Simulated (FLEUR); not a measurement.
Input and output of a self-consistent single point for Li (Im-3m, 1 atom in the cell) (FLEUR).

Method: PBE, all-electron FLAPW (FLEUR), scalar-relativistic valence run with FLEUR.

The change in words: lattice scaled by 0.98. Reference geometry:
```xyz
1
Lattice="-1.7450 1.7450 1.7450 1.7450 -1.7450 1.7450 1.7450 1.7450 -1.7450" Properties=species:S:1:pos:R:3 pbc="T T T"
Li     0.0000     0.0000     0.0000
```

Reference input (self-consistent single point, DFT, PBE, all-electron FLAPW (FLEUR), scalar-relativistic valence): Kmax = 3.8 1/bohr; GmaxXC = 11.4 1/bohr; xcFunctional = pbe; jspins = 1; l_soc = F; mode = gauss; fermiSmearingEnergy = 0.00499791 Htr; mesh (inpgen div1-3) = 11 11 11; inpgen gamma flag = false; Gmax = 11.4 1/bohr; numbands = 0; maxIterBroyd = 99. This run's input differs from it in these lines:

```diff
@@ -6,3 +6,3 @@
 0.5773502692 0.5773502692 -0.5773502692
-5.7115623971
+5.5973311492
 1.0 1.0 1.0
@@ -42,5 +42,5 @@
          <bravaisMatrix>
-            <row-1>   -3.2975720875182821     3.2975720875182821     3.2975720875182821</row-1>
-            <row-2>    3.2975720875182821    -3.2975720875182821     3.2975720875182821</row-2>
-            <row-3>    3.2975720875182821     3.2975720875182821    -3.2975720875182821</row-3>
+            <row-1>   -3.2316206457921655     3.2316206457921655     3.2316206457921655</row-1>
+            <row-2>    3.2316206457921655    -3.2316206457921655     3.2316206457921655</row-2>
+            <row-3>    3.2316206457921655     3.2316206457921655    -3.2316206457921655</row-3>
          </bravaisMatrix>
```

Log, with long lists cut:

```
 Iteration:     1   Distance:       0.78576336 me/bohr^3
 Iteration:     2   Distance:       0.73429055 me/bohr^3
 Iteration:     3   Distance:       0.06759915 me/bohr^3
 Iteration:     4   Distance:       0.00380554 me/bohr^3
 Iteration:     5   Distance:       0.00261332 me/bohr^3
 Iteration:     6   Distance:       0.00006770 me/bohr^3
 Iteration:     7   Distance:       0.00017672 me/bohr^3
 Iteration:     8   Distance:       0.00000088 me/bohr^3
 Run finished successfully
 Stop message:
   Structural relaxation: Done

[file out, last iteration]
             iter=      9
[...]
          total density-effective poten   -1.0880672410E+01
          total charge density-energy d   -1.8658089905E+00
 Updated energy parameters for spin:           1
[...]
 fermi energy and band-weighting factors:

[...]
FERMIE:
          first approx. to ef    (T=0)  :   0.016420 htr   (energy of the highest occ. eigenvalue)
          number of occ. states  (T=0)  :         28
          first approx. to seigv (T=0)  :  -0.033906 htr
          sum of weights of occ. states :   0.507137
          sum of semicore charge        :   0.000000 e
          fermi energy=   0.01805 har   work function=  -0.49117 ev
          number of valence electrons=   1.00000
     band-weighting factor for spin=    1
   [... lines left out ...]
          total moment                 =     0.00000
   [... lines left out ...]
 ---->    (input%tkb*entropy) TS=              0.0000000000 htr
 ---->    free energy=                        -7.5220615313 htr
      extrapolation for T->0
 ---->    total electron energy=              -7.5220615313 htr
 ***** TOTAL FORCES ON ATOMS *****
 TOTAL FORCE FOR ATOM TYPE=  1  X=  0.000   Y=  0.000   Z=  0.000
                       FX_TOT= 0.000000 FY_TOT= 0.000000 FZ_TOT= 0.000000
 Structural relaxation: Done
```

The run converged in 8 iterations. FLEUR gives forces in its relaxation mode, with a further iteration, so its stop message speaks of a relaxation. Against the reference run the total energy drops by 1.9 meV/atom.

The starting cell has typed, rounded lattice constants, without a prior relaxation at this level. For this run, on top of that: lattice scaled by 0.98. Values depend on the basis (sphere radii, cutoffs, local orbitals), which need not be converged.
